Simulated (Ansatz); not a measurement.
We consider CsCl-type PdIn, described by PBEsol+SOC (PAW; Ansatz, an electronic-structure program).

Numerical settings: plane-wave cutoff 520 eV, 18×18×18 k mesh, Fermi–Dirac smearing 0.05 eV, PAW data made under PBE.

Equation-of-state points:

```tsv
V (Å³/atom)	E − E_lowest (meV/atom)
16.080	30.14
16.422	12.77
16.764	3.03
17.106	0.00
17.449	2.81
17.791	10.71
18.133	23.03
```

Task: Estimate the bulk modulus and its pressure derivative from these points.

Result: V0 = 17.105 Å³/atom, B0 = 137 GPa, B′ = 5.8 (fit to the energies at full precision).

The computed numbers hold no vibrational or temperature effects.
